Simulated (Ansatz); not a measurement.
**Thermal expansion of Na in the bcc (W type) structure**

Method: quasi-harmonic approximation, DFT at the PBEsol level (Ansatz, a quantum-chemistry and plane-wave program); phonon mesh 4×4×4, k mesh 12×12×12. The run noted for some of its cells that some bands missed the eigensolver's tolerance.

| T (K) | α_L (10⁻⁶/K) | C_P (J/mol/K) | bulk modulus B_T (GPa) | γ |
|---|---|---|---|---|
| 100 | 55.6 | 22.4 | 7.3 | 1.24 |
| 200 | 66.9 | 25.6 | 6.8 | 1.27 |

The conventional lattice constants at 250 K is a = 4.242 Å, the entropy at 250 K comes out as 46.4 J/(mol K) and the adiabatic bulk modulus at 250 K is 6.9 GPa. The bulk modulus without vibrations is 7.9 GPa and the zero-point volume expansion is 1.15 %.

No phase change or melting is allowed for: the numbers belong to this structure as given.

The PAW data sets were generated under PBE and serve the other functionals too.
